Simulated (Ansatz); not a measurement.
# Effect of biaxial strain +2.26 %, plane normal [001], relaxed out of plane on C

Take C in the graphite type structure (space group P6_3/mmc, No. 194; a = 2.465 Å, c = 6.729 Å; layered, stacked along the Cartesian z axis) as the base. Axes: x lies along a and z along c of the hexagonal cell.

It is then changed as follows: biaxial strain +2.26 %, plane normal [001], relaxed out of plane (Cartesian); in-plane vectors clamped, the third vector and the atoms free.

Method: Ansatz (an electronic-structure program), PBE-D3(BJ), PAW, cutoff 420 eV, spin-orbit coupling left out, earlier PAW set. k-mesh 15×15×5 (Γ-centred); smearing 0.05 eV (Fermi–Dirac).

Volume per atom: 9.31 Å³ (base 8.85 Å³)
Space group: P6_3/mmc (No. 194) (base P6_3/mmc (No. 194))
Shortest interatomic distance: 1.455 Å (base 1.423 Å)
Band gap: zero (base zero)
Out-of-plane strain: +0.55 % (rough)
Mean in-plane stress (compression positive): -26.0 GPa (rough)

Final structure (turned so that z lies along the plane normal):

```
CELL_PARAMETERS angstrom
      2.52069     0.00000     0.00000
      1.26034     2.18298     0.00000
      0.00000     0.00000     6.76588
ATOMIC_POSITIONS crystal
  C  0.00000 0.00000 0.25000
  C  0.00000 0.00000 0.75000
  C  0.33333 0.33333 0.25000
  C  0.66667 0.66667 0.75000
```

A case with no gap was solved on a k-mesh chosen for an insulator, which is coarse for it. Without a gap, meshes like the base's 15×15×5 leave anisotropic stresses uncertain by several tenths of a GPa, and small strain energies with them. Whether these cells are dynamically stable was not tested.
